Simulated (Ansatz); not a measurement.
The parent structure is NiO in the rock salt structure (space group Fm-3m, No. 225; a = 4.191 Å; ferromagnetic). Axes: x, y, z lie along the cube axes.

Method: r2SCAN (Ansatz, an electronic-structure program), scalar-relativistic without spin-orbit coupling, earlier PAW set.

For the base:

The band gap is 0.85 eV.

It is then changed as follows: a pure shear with ε_xz = ε_zx = -0.0325, atoms relaxed at fixed cell.

Q: Predict the new energy relative to the base and band gap.

A: The energy rises by 10 meV/atom; the band gap drops by 0.05 eV to 0.80 eV.

The cells carry an imposed strain or load. Whether these cells are dynamically stable was not tested. No Hubbard U is applied and the magnetic state is the run's own (NiO ferromagnetic); other magnetic orders, which need larger cells, were not tried and can change the gap. Where the two band edges lie in opposite spin channels, the gap is a spin-flip gap. In its common phase, real NiO is an antiferromagnetic insulator at low temperature.
